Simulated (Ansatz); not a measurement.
Base system: GaAs in the zinc blende structure (space group F-43m, No. 216; a = 5.659 Å).

Perturbation: a fraction x = 0.25 of the Ga sites is given to Al, ordered in a cell of 8 atoms (starting symmetry Cm) and fully relaxed.

The other end (x = 1) is AlAs in the zinc blende structure (space group F-43m, No. 216): 22.84 Å³/atom, gap 1.34 eV.

Levels (all Ansatz, an electronic-structure program, PAW, earlier PAW set): PBEsol (420 eV, no SOC); HSE06 (420 eV, scalar-relativistic without spin-orbit coupling); PBEsol+SOC (420 eV, spin-orbit coupling included).

One geometry, relaxed with PBEsol, under each level:

The valence-band top lists the three highest levels at Γ (Kramers pairs under SOC), from the VBM.

```tsv
level	band gap	valence-band top at Γ	pressure
PBEsol	0.68 eV	0.00, -0.01, -0.01 eV	0.00 GPa
HSE06	[?]	–	–
PBEsol+SOC	0.58 eV	0.00, -0.01, -0.33 eV	-0.01 GPa
```

Give the withheld HSE06 results.


- HSE06, band gap: 1.62 eV

Single points use the geometry relaxed with PBEsol. Differences between runs with and without spin-orbit coupling are approximate. These are small ordered cells, not random alloys; other orderings at the same x differ. Whether these cells are dynamically stable was not tested.
